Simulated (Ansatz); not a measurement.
Worked calculations on one periodic cell of amorphous Hf18O39Al2: Hf18O39Al2, 59 atoms, volume 754.7 Å³, made by a melt-quench on the CHGNet potential and relaxed with DFT. O atoms were pushed apart under 1.9 Å during the dynamics, to hinder bonds among them. It is a model cell: composition and starting density were chosen by hand, and all elements were melted together. Cycles of charging were run to anneal it. Method: PBE, scalar-relativistic without spin-orbit coupling (plane waves to 420 eV, PAW; Ansatz, a program for electronic structure). Sampling: a 2×2×2 Γ-centred mesh; Fermi-Dirac width 0.02 eV; no spin polarisation. Its volume was held where the quench left it, its shape was free, and it stands at a mean pressure of -1.3 GPa with stress components up to 1.4 GPa; the relaxation ran on the zone centre alone. Its density went from a set 8.56 to 8.56 g/cm³. The cell is small and was quenched far faster than a real film, so it is one sample of the glass.

Task: Count formal charges (Hf +4, O -2, Al +3). What does the count lead one to expect at the Fermi level, and what does the calculation give?

Result: 18 × (+4) + 39 × (-2) + 2 × (+3) = 0. The charges balance, so the anion-derived valence states can be full and a gap can open. On this mesh the highest filled and lowest empty level lie 3.82 eV apart, the PBE gap of this cell, with a localised state at one edge or both.

Four energies for an added electron at PBE on the zone centre alone (charged cells in a uniform background, spin-polarised): neutral at the neutral geometry -306283.455 eV; charged at the neutral geometry -306268.085 eV; charged and relaxed -306268.490 eV; neutral at the charged geometry -306282.743 eV.

Task: Find the two relaxation energies and their sum, the reorganisation energy.

Result: On charging: -306268.085 − (-306268.490) = 0.405 eV. On discharging: -306282.743 − (-306283.455) = 0.712 eV. The sum is 1.117 eV. The carrier's level spreads over 11 of the 59 atoms' worth, so it counts as partly localised, most on one Hf atom with neighbours O 2.04 Å, O 2.14 Å, O 2.15 Å, O 2.18 Å, O 2.19 Å, O 2.20 Å (neutral geometry). The values are uncorrected: the image energy of a point charge in this cell, 2.84 × 14.40 / (2 × 9.1) = 2.2 eV before screening, is screened by electrons alone at the fixed geometry and by ions too after relaxing, and the carrier can be spread before it relaxes, so each term can be off by up to that value times 1/ε∞, some tenths of an eV. PBE's self-interaction favours spread-out carriers, so a hybrid can localise more.

Four energies for a hole at PBE on the zone centre alone (charged cells in a uniform background, spin-polarised): neutral at the neutral geometry -306283.455 eV; charged at the neutral geometry -306294.914 eV; charged and relaxed -306295.262 eV; neutral at the charged geometry -306282.334 eV.

Task: Find the two relaxation energies and their sum, the reorganisation energy.

Result: On charging: -306294.914 − (-306295.262) = 0.348 eV. On discharging: -306282.334 − (-306283.455) = 1.121 eV. The sum is 1.469 eV. The carrier's level spreads over 3 of the 59 atoms' worth, so it counts as localised, most on one O atom with neighbours Hf 1.98 Å, Hf 2.13 Å, Hf 2.13 Å (neutral geometry). The values are uncorrected: the image energy of a point charge in this cell, 2.84 × 14.40 / (2 × 9.1) = 2.2 eV before screening, is screened by electrons alone at the fixed geometry and by ions too after relaxing, and the carrier can be spread before it relaxes, so each term can be off by up to that value times 1/ε∞, some tenths of an eV. PBE's self-interaction favours spread-out carriers, so a hybrid can localise more.
